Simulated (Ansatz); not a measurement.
**Sn, response to strain**

Consider Sn in the diamond structure (space group Fd-3m, No. 227; a = 6.474 Å; relaxed with 0.1 eV smearing). Axes: x, y, z lie along the cube axes.

Strains are applied to the cell and any free atomic positions relax.

All numbers come from plane-wave PAW DFT at the LDA level (Ansatz, an electronic-structure program, 420 eV), no spin-orbit coupling.

Notes on the quantities. energy relative to the base: free energy F; pressure: mean of the normal stresses, compression positive.

```tsv
change	energy relative to the base	pressure	shortest interatomic distance
base	0 meV/atom	0.0 GPa	2.804 Å
uniaxial strain ε_zz = −3.00 %	+6.4 meV/atom	1.4 GPa	2.776 Å
uniaxial strain ε_zz = −2.50 %	+4.4 meV/atom	1.2 GPa	2.780 Å
uniaxial strain ε_zz = −2.00 %	+2.8 meV/atom	0.9 GPa	2.785 Å
uniaxial strain ε_zz = −1.50 %	+1.6 meV/atom	0.7 GPa	2.790 Å
uniaxial strain ε_zz = −1.00 %	+0.7 meV/atom	0.5 GPa	2.794 Å
uniaxial strain ε_zz = −0.50 %	+0.2 meV/atom	0.2 GPa	2.799 Å
uniaxial strain ε_zz = +1.00 %	+0.7 meV/atom	-0.4 GPa	2.813 Å
uniaxial strain ε_zz = +2.50 %	+4.3 meV/atom	-1.1 GPa	2.827 Å
uniaxial strain ε_zz = +3.00 %	+6.2 meV/atom	-1.2 GPa	2.832 Å
```

No phonon test of stability was made.
